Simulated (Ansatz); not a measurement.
F on the 1x1 (110) surface of bcc Ta, one in a 2x2 cell, energies for each (31.2 Å²). Energies are against ½ F2(g), without zero-point or thermal terms; each row is named by its start.

Calculation: PBE (plane waves to 420 eV, PAW; Ansatz, a program for electronic structure).

Set-up: 17 atoms, 6.8 Å thick at the start under the adsorbate (thin: gaps and levels are the slab's own); mesh 5x5x1; 0.1 eV smearing; dipole correction on; 8 atoms held, the rest relaxed; each run with such symmetry as its start has; no spin, no spin-orbit, no U, no dispersion correction.

A negative adsorption energy means that the adsorbate is more stable on the surface than in its reference. Heights count from the host atoms within 0.3 Å of the top one.

| starting site | E_ads (eV) | height (Å) | nearest host atom (Å) | bonded to | Δ work function (eV) | lateral drift (Å) |
|---|---|---|---|---|---|---|
| top Ta | -4.10 | 1.90 | Ta 1.90 | Ta | 0.53 | 0.0 |
| hollow Ta-Ta-Ta | -4.52 | 1.41 | Ta 2.26 | 3 Ta | -0.27 | 0.1 |
| bridge Ta-Ta (span 2.9 Å) | -4.38 | 1.61 | Ta 2.13 | 2 Ta | -0.10 | 0.0 |
| bridge Ta-Ta (span 3.3 Å) | -4.45 | 1.41 | Ta 2.20 | 4 Ta | -0.22 | 0.0 |
